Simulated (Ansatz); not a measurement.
Consider Hf in the hcp (Mg type) structure (space group P6_3/mmc, No. 194; relaxed with 0.1 eV smearing).

```
CELL_PARAMETERS angstrom
      3.15810     0.00000     0.00000
     -1.57905     2.73500     0.00000
      0.00000     0.00000     5.00450
ATOMIC_POSITIONS crystal
  Hf 0.66667 0.33333 0.75000
  Hf 0.33333 0.66667 0.25000
```

Cartesian axes are those of the cell as printed.

Level of theory: PBEsol (Ansatz, a program for electronic structure), no spin-orbit coupling.

For the base:

The pressure comes out as 0.0 GPa.

It is then changed as follows: uniaxial strain ε_xx = +2.50 %, all other strain components held at zero; the atoms relax in the strained cell.

What happens to the pressure?

The pressure (mean of the normal stresses, compression positive) goes from zero to -2.6 GPa.

No phonon test of stability was made. The final runs are not spin-polarised.
